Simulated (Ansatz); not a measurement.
SrTiO3: response to strain

Base system: SrTiO3 in the cubic perovskite structure (space group Pm-3m, No. 221; a = 3.891 Å). Axes: x, y, z lie along the cube axes.

Strains are applied to the cell and any free atomic positions relax; under biaxial strain the out-of-plane vector relaxes too.

Level of theory: Ansatz (an electronic-structure program) PBEsol, spin-orbit coupling left out.

| biaxial strain, plane normal [001], relaxed out of plane (%) | out-of-plane strain (%) |
|---|---|
| -3 | 1.94 |
| -2.4 | 1.53 |
| -1.8 | 1.13 |
| -1.2 | 0.74 |
| -0.6 | ? |
| 0 | 0.00 |

Problem. Fit ε⊥ = −νε + γε² (strains in %) to the rows shown and predict the withheld row.

Solution. Least squares on the printed values gives ν = 0.60 (the biaxial Poisson response) and γ = 0.016 (largest residual 0.00 %); this predicts 0.36 %, and the run gives 0.36 %, in agreement.

Stability against distortions was not tested. The final runs are not spin-polarised. Many cubic perovskites are stable only at high temperature; tilts and polar distortions were not tested.
